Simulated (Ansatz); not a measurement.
```xyz
35
Lattice="4.0548 0.0001 0.0307 0.0001 4.0547 -0.0375 -1.4584 1.0688 30.7010" Properties=species:S:1:pos:R:3 pbc="T T T"
Se     0.4006     1.7157     2.7977
Se     0.3565     1.7659     8.5447
Se     2.4053     3.7633     5.6758
Se     0.3110     1.8208    14.2919
Se     2.3668     3.8208    11.4068
Zn     0.3884     3.7665     4.2299
Zn     2.4394     1.2883     1.3509
Zn     0.3499     3.8075     9.9587
Zn     2.3941     1.7502     7.1263
Zn     0.7213     3.8617    15.7383
Zn     2.3392     1.8070    12.8549
N     -0.9599     1.8779    20.5995
N      1.0670     3.9055    20.6007
N      1.0854     1.8576    18.4698
N     -0.9478     3.8848    18.3919
N     -0.9929     1.9184    24.9439
N      1.0344     3.9460    24.9575
N      1.0490     1.8984    22.8355
N     -0.9782     3.9259    22.8189
N     -1.0245     1.9540    29.3556
N      1.0024     3.9866    29.3362
N      1.0179     1.9369    27.1916
N     -1.0097     3.9642    27.1634
Ti     1.0680     1.8784    20.6752
Ti    -0.9613     3.9058    20.6149
Ti    -0.9441     1.8587    18.5572
Ti     1.0862     3.8847    18.4381
Ti     1.0342     1.9199    25.0065
Ti    -0.9934     3.9461    25.0274
Ti    -0.9771     1.8977    22.7340
Ti     1.0482     3.9255    22.7872
Ti     1.0026     1.9531    29.3558
Ti    -1.0238     3.9813    29.2055
Ti    -1.0093     1.9355    27.1447
Ti     1.0187     3.9648    27.1210
```

The first 11 atoms are the substrate (ZnSe-zb), the rest the film (TiN-rs).

Method: PBE (plane waves to 420 eV, PAW; Ansatz, an electronic-structure program). Scalar-relativistic, without spin–orbit coupling; the runs are not spin-polarised; PBE gaps are too small against experiment. Its k-point mesh 8×8×1, Fermi–Dirac width 0.05 eV.

Q: Describe the bonding at the interfaces and give the barriers.

A: A periodic stack without vacuum, rock-salt TiN (0 0 1) on zinc-blende ZnSe (0 0 1) (film strained to the substrate, started from cuts of the bulks and a machine-learned relaxation; slabs Se5Zn6 and N12Ti12, which can lie off the formulas): substrate slab Se5Zn6, film N12Ti12, surface cells [[1, 0], [1, 1]] and [[0, -1], [2, 1]], film strained by -4.5 and -4.5 %, outermost planes Zn/Zn and NTi/NTi as cut, which need not be the usual terminations and can put a slab off its formula.
The interface area comes out as 16.4 Å², the period is 30.72 Å and the heights between the nearest atoms of the two slabs at the two interfaces is 2.67 and 2.68 Å. The Ti–Zn contacts across the interfaces within 1.22 times the sum of covalent radii is 2, mean 2.73 Å and the hole barrier (PBE) comes out as 0.68 eV. The electron barrier (PBE) is 0.47 eV.
